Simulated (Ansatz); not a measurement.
BN (model structure, started from the rocksalt type, Fm-3m, No. 225, 2 atoms in the cell) was calculated with LDA (Ansatz, a first-principles code, plane waves, PAW).

Run with plane-wave cutoff 520 eV, 16×16×16 k mesh, Fermi–Dirac smearing 0.01 eV, scalar-relativistic PAW data made under PBE.

Cell (relaxed at this level):

```
BN
1.0
    0.00000     1.72962     1.72962
    1.72962     0.00000     1.72962
    1.72962     1.72962     0.00000
N B
1 1
Cartesian
  0.00000   0.00000   0.00000
  1.72962   1.72962   1.72962
```

Q: What does this level give for the band gap, Γ–Γ gap and bulk modulus B0?

A: 
- band gap: 1.64 eV (on the SCF k mesh)
- Γ–Γ gap: 10.99 eV
- bulk modulus B0: 419 GPa

Note: the bulk modulus is −V dP/dV from two relaxed cells at ±2 % in volume; the relaxation could raise the start's symmetry but not lower it, so the cell can be a saddle point.

Static lattice: no zero-point or thermal effects.

The result took roughly 7 core-seconds.

A model structure was made by putting elements into a prototype or built by hand; it is no filed structure, need not be a known phase, and can be a saddle point held by its symmetry.
